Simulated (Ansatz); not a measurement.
Here is the system:

```xyz
12
Lattice="5.3524 0.0000 0.0000 0.0000 5.3524 0.0000 0.0000 0.0000 5.3524" Properties=species:S:1:pos:R:3 pbc="T T T"
Si     1.3381     0.0000     2.6762
Si     2.6762     1.3381     0.0000
Si     2.6762     4.0143     0.0000
Si     4.0143     0.0000     2.6762
Si     0.0000     2.6762     4.0143
Si     0.0000     2.6762     1.3381
C      1.3381     2.6762     0.0000
C      0.0000     1.3381     2.6762
C      0.0000     4.0143     2.6762
C      4.0143     2.6762     0.0000
C      2.6762     0.0000     4.0143
C      2.6762     0.0000     1.3381
```

No spin polarisation.

Computed with PBEsol (Ansatz, a quantum-chemistry and plane-wave program, PAW, no SOC). Settings: 5×5×5 k-points, 0.05 eV Fermi–Dirac smearing.

**Question.** Predict the gap character.

**Answer.** Indirect, Γ → Γ–X (75 % along).

**Question.** Predict the hole mass (degenerate bands, along [100]).

**Answer.** 0.18, 1.8, 1.8 mₑ (at Γ).

**Question.** What electron mass does the calculation give?

**Answer.** 0.50 mₑ along k, 0.35 mₑ across (off the special points).

Load acts through the strain it causes; cell and atoms are relaxed under it. Effective masses come from finite differences of ±0.01 Å⁻¹. Along k means along the line from Γ to the band edge. No phonon test of stability was made. The cell was made from SiC (space group Pm-3n, No. 223; a hypothetical phase, not in the database extracts checked) by this change: pressure −2 GPa.
